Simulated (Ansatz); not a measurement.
A self-consistent single point of TiTe2 (P-3m1, 3 atoms in the cell) with Ansatz (a quantum-chemistry and plane-wave program)

Method: LDA (PW92), default PAW files made with PBE (plane waves; Ansatz).

Input:

Ansatz 0.2 input:
```yaml
# TiTe2
crystal:
  lattice:
    - [3.835683, 0.000000, 0.000000]
    - [-1.917841, 3.321799, 0.000000]
    - [0.000000, 0.000000, 6.738405]
  atoms:
    - { symbol: Ti, position: [0.000000, 0.000000, 0.000000] }
    - { symbol: Te, position: [0.666667, 0.333333, 0.749830] }
    - { symbol: Te, position: [0.333333, 0.666667, 0.250170] }
basis:
  ecutwfc: 420.0
kpoints:
  mp_grid: { grid: [10, 10, 5] }
hamiltonian:
  xc: lda
  pseudopotentials: { kind: paw }
scf:
  occupations: { method: fermi_dirac, width: 0.1 }
output:
  forces: true
  eigenvalues: true
  stress: true
```

The program printed (abridged):

```
WARN the atoms were moved onto the symmetric positions of the space group found under crystal.symmetry.tolerance 1.0e-5 (fractional …
WARN ansatz: RAYON_NUM_THREADS=1 ignored (pool sized by the plan → 1); use --threads N
Pseudopotentials: kind: paw
Pseudopotential: Ti, paw, valence charge 12
Pseudopotential: Te, paw, valence charge 16
Crystal: 3 atoms, lattice volume = 85.856 Å³
Basis set: ecut = 420 eV, 1643 PW (Γ)
Bands: 27, of which v1, the nominal top of the filled ones, is band 22 counted from 1 (21 counted from 0)
Symmetry: 12 space group operations
Space group: P-3m1 (ITA 164), of the structure as read, at distance tolerance 4.4e-5 Å
k-points: 58 of 500
PAW frozen core: Ti, regenerated for the run's functional, and the local potential with it
PAW frozen core: Te, regenerated for the run's functional, and the local potential with it
Initial density: superposition of atomic densities (neutral atoms: chi_scale 0, normalization atom), corrected by the library's trained network
Initial wavefunctions: pseudopotential atomic-orbital guess
Eigensolver: davidson
Functional: x = slater, c = lda
SCF iter   1: F=—  HF=-16106.735585 eV  |F-HF|=—  |Δ(HF+E_count)|=         —  Δρ=5.89e-3  dr2=2.21e-2  ethr=1.77e-3  ⟨swp⟩=5.9  Hψ=6997  notcnv=0
all-band conjugate gradients solve this SCF's bands
preconditioner: auto → LDOS
SCF iter   2: F=—  HF=-16106.734473 eV  |F-HF|=—  |Δ(HF+E_count)|=   1.11e-3  Δρ=4.82e-3  dr2=3.24e-2  ethr=5.03e-5  ⟨swp⟩=2.2  Hψ=3099  notcnv=0
SCF iter   3: F=—  HF=-16106.730909 eV  |F-HF|=—  |Δ(HF+E_count)|=   3.56e-3  Δρ=1.14e-3  dr2=2.09e-3  ethr=5.03e-5  ⟨swp⟩=2.6  Hψ=2693  notcnv=0
SCF iter   4: F=—  HF=-16106.730690 eV  |F-HF|=—  |Δ(HF+E_count)|=   2.19e-4  Δρ=1.77e-4  dr2=2.52e-5  ethr=4.74e-6  ⟨swp⟩=1.2  Hψ=1576  notcnv=0
SCF iter   5: F=—  HF=-16106.730679 eV  |F-HF|=—  |Δ(HF+E_count)|=   1.08e-5  Δρ=1.98e-5  dr2=6.68e-7  ethr=5.72e-8  ⟨swp⟩=2.0  Hψ=2825  notcnv=0
SCF iter   6: F=-16106.730679 eV  HF=-16106.730679 eV  |F-HF|=2.87e-8  |Δ(HF+E_count)|=   1.11e-7  Δρ=6.11e-6  dr2=4.04e-8  ethr=2.27e-10  ⟨swp⟩=7.3  Hψ=7462  notcnv=0
SCF 1 converged in 6 iterations: F = -16106.730679 eV  dr2 = 4.04e-8
SCF converged after 6 iterations
Free energy (F): -16106.730679 eV
Harris-Foulkes:  -16106.730679 eV  (|F-HF|=2.87e-8)
Internal energy: -16106.683263 eV  (E = F + TS)
E sigma→0 (E₀):  -16106.706971 eV
Entropy (-TS):   -0.047417 eV (-15.806 meV/atom)
Fermi energy:    8.908303 eV
--- Per-component energies (eV) ---
  E_band       = -719.632274
  E_kinetic    = 633.681677
  E_local      = -3774.894957  (includes V_loc(G=0)·N_el)
  E_nonlocal   = -597.129552
  E_hartree    = 2143.275900
  E_xc         = -343.883542
  E_vxc        = -330.759596  (∫ρ·V_xc dr)
  E_paw        = -10019.274477  (= ΣΔE_a)
  E_vpaw       = -937.074904  (= ΣTr[D̂ρ^β])
  E_aug_tail   = -0.000277  (compensation charges beyond the density's cutoff)
  E_ewald      = -4150.141309
  E_core_change = 1.683273  (= ΣΔE_core)
  E_smearing   = -0.047417  (= −TS)
  E_closure    = 0.000000  (closes the sum)
  Σ components = -16106.730679   (vs F -16106.730679, Δ=0.00e0)
--- Forces (eV/Å), atoms counted from 1 ---
  atom   1  Ti     0.00000000     0.00000000     0.00000000
  atom   2  Te     0.00000000    -0.00000000     0.25036652
  atom   3  Te    -0.00000000     0.00000000    -0.25036652
  max |Σ_I F_I| component: 1.16e-18 eV/Å
--- Stress (GPa, compression-positive) ---
       -5.428587      -0.000000      -0.000000
       -0.000000      -5.428587       0.000000
       -0.000000       0.000000      -4.130689
  P = ⅓ Tr σ = -4.9960 GPa (-49.960 kbar)
  The stress holds the Pulay correction. Without it, at fixed plane waves, as pw.x and ABINIT print it: P = -5.0316 GPa
--- Band table (eV; the first three rows and the last of 58) ---
  k-point 0: bands = ["-48.0192", "-27.3913", "-27.3913", "-27.3863", "-27.3863", "-27.3654", "-27.3654", "-27.3641", "-27.3641", "-27.3544", "-27.3528", "-24.5689", "-24.5689", "-24.5385", "-3.2292", "-1.9648", "4.1103", "7.2159", "7.2159", [...]
  k-point 1: bands = ["-48.0192", "-27.3915", "-27.3915", "-27.3861", "-27.3861", "-27.3653", "-27.3653", "-27.3642", "-27.3642", "-27.3542", "-27.3530", "-24.5689", "-24.5689", "-24.5385", "-3.1529", "-2.0995", "4.4466", "7.2301", "7.2301", [...]
  k-point 2: bands = ["-48.0192", "-27.3919", "-27.3919", "-27.3859", "-27.3859", "-27.3649", "-27.3649", "-27.3645", "-27.3645", "-27.3538", "-27.3534", "-24.5689", "-24.5689", "-24.5385", "-2.9726", "-2.3687", "5.2702", "6.9771", "7.2539", [...]
  k-point 57: bands = ["-48.0167", "-27.3902", "-27.3846", "-27.3838", "-27.3823", "-27.3680", "-27.3671", "-27.3655", "-27.3647", "-27.3491", "-27.3489", "-24.6011", "-24.5925", "-24.5200", "-1.4762", "-1.4392", "4.9364", "5.1058", "5.6128", [...]
```

The run converged in 6 iterations.

The starting cell comes from a database of computed structures (which also holds hypothetical and non-ambient phases and stackings), without a prior relaxation at this level. Its lattice was rescaled by up to half a per cent. Spin-orbit coupling is off. Spin polarisation is off, so a magnetic state, if there is one, cannot be reached. With a pressure of about -5 GPa the cell is away from its equilibrium volume at this level. Ansatz's pressure includes its estimate of the finite-basis (Pulay) stress.
